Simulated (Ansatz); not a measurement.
ZrSnO₃ (model structure, started from the cubic perovskite type, Pm-3m, No. 221, 5 atoms in the cell) was calculated with LDA in Ansatz (PAW).

Settings: plane-wave cutoff 520 eV, 8×8×8 k mesh, Fermi–Dirac smearing 0.01 eV, scalar-relativistic PAW data made under PBE.

Cell (relaxed with PBEsol):

```yaml
crystal:
  lattice:
    - [4.12844, 0.00000, 0.00000]
    - [0.00000, 4.12844, 0.00000]
    - [0.00000, 0.00000, 4.12844]
  atoms:
    - { symbol: Sn, position: [0.00000, 0.00000, 0.00000] }
    - { symbol: Zr, position: [0.50000, 0.50000, 0.50000] }
    - { symbol: O, position: [0.00000, 0.50000, 0.50000] }
    - { symbol: O, position: [0.50000, 0.50000, 0.00000] }
    - { symbol: O, position: [0.50000, 0.00000, 0.50000] }
```

Q: What does this level give for the band gap and Γ–Γ gap?

A: 
- band gap: 1.72 eV
- Γ–Γ gap: 4.05 eV

Note: the relaxation could raise the start's symmetry but not lower it, so the cell can be a saddle point; cell and atoms aren't relaxed at this level (pressure -3.9 GPa).

Spin–orbit coupling is not included.

Static lattice: no zero-point or thermal effects.

A model structure was made by putting elements into a prototype or built by hand; it is no filed structure, need not be a known phase, and can be a saddle point held by its symmetry.

Ansatz is a first-principles code.
